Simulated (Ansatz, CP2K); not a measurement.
An Ansatz (a quantum-chemistry and plane-wave program) input for a self-consistent single point of BaO (Fm-3m, 2 atoms in the cell) (DFT, PBE, plane waves, default PAW files):

Ansatz 0.2 input:
```yaml
crystal:
  lattice:
    - [0.000000, 2.714600, 2.714600]
    - [2.714600, 0.000000, 2.714600]
    - [2.714600, 2.714600, 0.000000]
  atoms:
    - { symbol: Ba, position: [0.000000, 0.000000, 0.000000] }
    - { symbol: O, position: [0.500000, 0.500000, 0.500000] }
kpoints:
  mp_grid: { grid: [8, 8, 8] }
hamiltonian:
  xc: pbe
  pseudopotentials: { kind: paw }
scf:
  occupations: { method: fermi_dirac, width: 0.01 }
output:
  forces: true
  eigenvalues: true
  stress: true
```

Task: Give the CP2K input for the same structure, mesh, smearing and functional.

Result: One input that does it (others would too):

```
&GLOBAL
  PROJECT bao
  RUN_TYPE ENERGY_FORCE
  PRINT_LEVEL MEDIUM
&END GLOBAL
&FORCE_EVAL
  METHOD Quickstep
  STRESS_TENSOR ANALYTICAL
  &DFT
    BASIS_SET_FILE_NAME BASIS_MOLOPT
    POTENTIAL_FILE_NAME GTH_POTENTIALS
    &QS
      METHOD GPW
      EPS_DEFAULT 1E-11
    &END QS
    &MGRID
      CUTOFF 500
      REL_CUTOFF 50
      NGRIDS 5
    &END MGRID
    &SCF
      SCF_GUESS ATOMIC
      EPS_SCF 1E-6
      MAX_SCF 100
      ADDED_MOS 4
      &DIAGONALIZATION
        ALGORITHM STANDARD
      &END DIAGONALIZATION
      &MIXING
        METHOD BROYDEN_MIXING
        ALPHA 0.3
        NBUFFER 10
        BETA 1.5
      &END MIXING
      &SMEAR ON
        METHOD FERMI_DIRAC
        ELECTRONIC_TEMPERATURE [K] 116.05
      &END SMEAR
    &END SCF
    &KPOINTS
      SCHEME MONKHORST-PACK 8 8 8
      GAMMA_CENTERED T
    &END KPOINTS
    &XC
      &XC_FUNCTIONAL PBE
      &END XC_FUNCTIONAL
    &END XC
    &PRINT
      &MO
        EIGENVALUES T
        OCCUPATION_NUMBERS T
        NDIGITS 8
        FILENAME mo
        &EACH
          QS_SCF 0
        &END EACH
        ADD_LAST NUMERIC
      &END MO
      &MULLIKEN ON
      &END MULLIKEN
    &END PRINT
  &END DFT
  &SUBSYS
    &CELL
      A 3.83902400 0.00000000 0.00000000
      B 1.91951200 3.32469200 0.00000000
      C 1.91951200 1.10823100 3.13455000
      PERIODIC XYZ
    &END CELL
    &COORD
      Ba       0.00000000     0.00000000     0.00000000
      O        3.83902400     2.21646150     1.56727500
    &END COORD
    &KIND Ba
      BASIS_SET DZVP-MOLOPT-SR-GTH-q10
      POTENTIAL GTH-PBE-q10
    &END KIND
    &KIND O
      BASIS_SET DZVP-MOLOPT-SR-GTH-q6
      POTENTIAL GTH-PBE-q6
    &END KIND
  &END SUBSYS
  &PRINT
    &FORCES ON
    &END FORCES
    &STRESS_TENSOR ON
    &END STRESS_TENSOR
  &END PRINT
&END FORCE_EVAL
```

Basis, cutoffs, solver keys and any potentials are the target program's own. This input uses DFT PBE, GPW, DZVP-MOLOPT-SR-GTH basis, GTH-PBE potentials (GTH_POTENTIALS). Both were run: pressure 6.23 GPa in Ansatz and 9.52 in CP2K; gap on the mesh 1.822 eV in Ansatz and 1.912 in CP2K. Ansatz's pressure is the one without its finite-basis correction.

On CP2K: the starting cell has typed, rounded lattice constants, without a prior relaxation at this level. For this run, on top of that: lattice scaled by 0.98. Values carry the incompleteness of an atom-centred basis. With a pressure of about 10 GPa the cell is away from its equilibrium volume at this level.

On Ansatz: the starting cell has typed, rounded lattice constants, without a prior relaxation at this level. For this run, on top of that: lattice scaled by 0.98. With a pressure of about 7 GPa the cell is away from its equilibrium volume at this level.
